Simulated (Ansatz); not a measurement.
**Equilibrium volume per atom of PbS (model structure, started from the PtS type, P4₂/mmc, No. 131, 4 atoms in the cell) at several levels of theory**

No measured value is used here.

```tsv
level (code)	value (Å³/atom)
PBE (Ansatz)	33.55
PBEsol (Ansatz)	___
PBE-D3(BJ) (Ansatz)	31.55
```

### Question
What belongs in the gaps?

### Answer

- PBEsol (Ansatz, a program for electronic structure), value (Å³/atom): 30.80

Density-functional levels without +SOC have no spin–orbit coupling. Ansatz's density-functional and Hartree–Fock values are scalar-relativistic unless marked +SOC, with PAW data made under PBE.

A model structure was made by putting elements into a prototype or built by hand; it is no filed structure, need not be a known phase, and can be a saddle point held by its symmetry.
